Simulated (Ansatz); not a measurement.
Data:

```yaml
crystal:
  lattice:
    - [0.00000, 2.76804, 2.90712]
    - [2.76804, 0.00000, 2.90712]
    - [2.76804, 2.76804, 0.00000]
  atoms:
    - { symbol: Zn, position: [0.00000, 0.00000, 0.00000] }
    - { symbol: Se, position: [0.75000, 0.75000, 0.75000] }
```

All values below come from r2SCAN with spin-orbit coupling, rigid bands (plane waves, PAW; Ansatz, a quantum-chemistry and plane-wave program). Condition of this run: biaxial stress xx = yy = 2 GPa (compression positive) (the target of the relaxation). Geometry: cell and atoms relaxed with r2SCAN, then loaded as said.

Problem. What conductivity effective mass do dilute electrons have at 300 K?

Solution. 0.135 mₑ.

Problem. What conductivity effective mass do dilute holes have at 300 K?

Solution. 0.48 (x), 0.48 (y), 0.77 (z) mₑ.

Problem. And the band gap?

Solution. 1.76 eV at this level; semilocal functionals usually fall short of the measured gap.

Rigid bands, one relaxation time for all states, no polarons.
